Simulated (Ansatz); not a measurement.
Consider interstitial Cl in rock-salt AgCl, charge state -1. Computed with PBE, PAW (plane waves to 420 eV; Ansatz, a program for electronic structure).

Settings: 64 host sites, the relaxed PBE lattice, one k-point at (0.250, 0.250, 0.250), smearing 0.01 eV, spin-restricted, no image-charge correction. No zero-point or tunnelling terms. The charge state is imposed; whether it is stable for some Fermi level was not computed. Sites that were not tried may lie lower.

Barriers: single points on a 2×2×2 k-point mesh shifted by half a step at the bands' geometries.

Relaxed starting cell (atoms counted from 1):

```
CELL_PARAMETERS angstrom
     11.22000     0.00000     0.00000
      0.00000    11.22000     0.00000
      0.00000     0.00000    11.22000
ATOMIC_POSITIONS crystal
  Ag 0.00146 0.99904 0.99894
  Ag 0.99489 0.01113 0.49517
  Ag 0.99441 0.49529 0.01185
  Ag 0.99424 0.49508 0.49505
  Ag 0.50011 0.00067 0.00029
  Ag 0.49860 0.99823 0.50178
  Ag 0.49867 0.50211 0.99771
  Ag 0.51273 0.49384 0.49347
  Cl 0.25095 0.00899 0.00863
  Cl 0.24896 0.99810 0.50037
  Cl 0.24917 0.50031 0.99853
  Cl 0.28711 0.46394 0.46436
  Cl 0.75075 0.00021 0.00020
  Cl 0.74225 0.00865 0.49776
  Cl 0.74184 0.49809 0.00863
  Cl 0.75086 0.50062 0.50035
  Ag 0.00160 0.25187 0.25169
  Ag 0.99492 0.23821 0.75548
  Ag 0.99480 0.75575 0.23768
  Ag 0.99434 0.75531 0.75505
  Ag 0.50041 0.24951 0.24946
  Ag 0.49878 0.25151 0.74820
  Ag 0.49888 0.74830 0.25139
  Ag 0.51248 0.75511 0.75499
  Cl 0.25342 0.24090 0.24205
  Cl 0.24867 0.25088 0.74871
  Cl 0.24880 0.74939 0.25086
  Cl 0.28698 0.78667 0.78612
  Cl 0.74865 0.25098 0.24981
  Cl 0.74236 0.24139 0.75217
  Cl 0.74235 0.75132 0.24057
  Cl 0.75155 0.74930 0.74967
  Ag 0.24833 0.99813 0.25143
  Ag 0.25546 0.01208 0.75537
  Ag 0.25516 0.49419 0.23834
  Ag 0.25525 0.49318 0.75580
  Ag 0.74934 0.00042 0.24956
  Ag 0.75180 0.99848 0.74848
  Ag 0.75143 0.50183 0.25147
  Ag 0.73794 0.49437 0.75536
  Cl 0.99802 0.00956 0.24255
  Cl 0.99984 0.99819 0.74920
  Cl 0.00097 0.49981 0.25188
  Cl 0.96425 0.46467 0.78552
  Cl 0.49959 0.99894 0.25091
  Cl 0.50946 0.00867 0.75123
  Cl 0.50795 0.49886 0.23966
  Cl 0.49825 0.50015 0.75024
  Ag 0.24837 0.25187 0.99876
  Ag 0.25563 0.23780 0.49460
  Ag 0.25555 0.75525 0.01160
  Ag 0.25563 0.75532 0.49299
  Ag 0.74947 0.24979 0.00030
  Ag 0.75203 0.25136 0.50163
  Ag 0.75173 0.74861 0.99800
  Ag 0.73761 0.75586 0.49404
  Cl 0.99887 0.24192 0.00907
  Cl 0.00012 0.25230 0.49993
  Cl 0.00059 0.75023 0.99816
  Cl 0.96379 0.78446 0.46397
  Cl 0.49890 0.24977 0.99852
  Cl 0.50926 0.24083 0.49909
  Cl 0.50892 0.75295 0.00885
  Cl 0.49855 0.74948 0.49986
  Cl 0.12620 0.62527 0.62521
```
Cell charge -1.

End state 1 differs by these moves (Å; atoms that move under 0.08 Å are left out):

| atom | element | Δx | Δy | Δz |
|---|---|---|---|---|
| 2 | Ag | 0.09 | -0.14 | 0.07 |
| 3 | Ag | 0.09 | 0.08 | -0.16 |
| 6 | Ag | 0.09 | 0.14 | -0.07 |
| 7 | Ag | 0.09 | -0.08 | 0.16 |
| 12 | Cl | -0.82 | 0.00 | 0.00 |
| 14 | Cl | 0.19 | 0.00 | 0.00 |
| 15 | Cl | 0.20 | 0.00 | 0.00 |
| 18 | Ag | 0.09 | 0.15 | -0.08 |
| 19 | Ag | 0.09 | -0.08 | 0.15 |
| 22 | Ag | 0.09 | -0.15 | 0.08 |
| 23 | Ag | 0.09 | 0.08 | -0.15 |
| 28 | Cl | -0.81 | 0.00 | 0.00 |
| 30 | Cl | 0.19 | 0.00 | 0.00 |
| 31 | Cl | 0.19 | 0.00 | 0.00 |
| 34 | Ag | -0.11 | 0.00 | 0.00 |
| 35 | Ag | -0.10 | 0.00 | 0.00 |
| 36 | Ag | -0.10 | 0.00 | 0.00 |
| 40 | Ag | 0.29 | 0.00 | 0.00 |
| 41 | Cl | 0.04 | -0.12 | 0.09 |
| 42 | Cl | -0.09 | 0.12 | 0.02 |
| 43 | Cl | -0.08 | -0.01 | -0.14 |
| 44 | Cl | 0.44 | 0.40 | -0.40 |
| 45 | Cl | 0.04 | 0.12 | -0.09 |
| 46 | Cl | -0.09 | -0.12 | -0.02 |
| 47 | Cl | -0.08 | 0.01 | 0.14 |
| 48 | Cl | 0.44 | -0.40 | 0.40 |
| 50 | Ag | -0.11 | 0.00 | 0.00 |
| 51 | Ag | -0.11 | 0.00 | 0.00 |
| 52 | Ag | -0.11 | 0.00 | 0.00 |
| 56 | Ag | 0.30 | 0.00 | 0.00 |
| 57 | Cl | 0.04 | 0.09 | -0.12 |
| 58 | Cl | -0.09 | -0.13 | -0.01 |
| 59 | Cl | -0.09 | 0.03 | 0.12 |
| 60 | Cl | 0.44 | -0.39 | 0.40 |
| 61 | Cl | 0.04 | -0.09 | 0.12 |
| 62 | Cl | -0.09 | 0.13 | 0.01 |
| 63 | Cl | -0.09 | -0.03 | -0.12 |
| 64 | Cl | 0.44 | 0.39 | -0.40 |
| 65 | Cl | 2.79 | 0.00 | 0.00 |

### Question
What is the computed forward and backward barriers to end state 1 (PBE, PAW)?

### Answer
forward 0.19 eV, backward 0.19 eV; at the saddle point atom 65 has neighbours Ag at 2.54, Ag at 2.61, Ag at 2.63, Ag at 2.87; Cl at 3.07, Cl at 3.16 Å. The saddle point's order was not checked.
